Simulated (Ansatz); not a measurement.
System: VAu4 (I4/m, No. 87; cell taken from a computed entry). Method: LDA (plane waves, PAW; Ansatz, an electronic-structure program).

Settings: plane-wave cutoff 500 eV, 16×16×16 k mesh, Fermi–Dirac smearing 0.1 eV, spin-polarised start, scalar-relativistic PAW data made under PBE.

Computed at the level's own relaxed cell.

Task: What does this level give for the volume per atom, equilibrium lattice constant a and c axis length?

Result: 
- volume per atom = 15.86 Å³/atom
- equilibrium lattice constant a = 6.351 Å
- c axis length = 3.932 Å

The run finds no gap.

Note: the magnetic order was assumed, not searched for or taken from measurement; the relaxation could not lower the start's symmetry, so the cell can be a saddle point above a distorted one.

Spin–orbit coupling is not included; it can shift volumes and moduli of such heavy elements.

Computed values are for the static lattice.

Computing time: about 27 core-minutes (a rough figure).
